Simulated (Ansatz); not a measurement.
**C: response to strain**

Start from C in the diamond structure (space group Fd-3m, No. 227; a = 3.532 Å). Axes: x, y, z lie along the cube axes.

Strains are applied to the cell and any free atomic positions relax.

All numbers come from LDA, PAW, 420 eV (Ansatz, a quantum-chemistry and plane-wave program; spin-orbit coupling left out).

Candidates:
(a) uniaxial strain ε_zz = +1.50 %
(b) uniaxial strain ε_zz = +3.00 %
(c) uniaxial strain ε_zz = −3.00 %
(d) uniaxial strain ε_zz = +2.00 %

Notes on the quantities. energy relative to the base: free energy F.

Task: Order them by energy relative to the base, highest first.

Result: (c) uniaxial strain ε_zz = −3.00 % (+18 meV/atom), (b) uniaxial strain ε_zz = +3.00 % (+17 meV/atom), (d) uniaxial strain ε_zz = +2.00 % (+7.5 meV/atom), (a) uniaxial strain ε_zz = +1.50 % (+4.3 meV/atom)

No phonon test of stability was made.
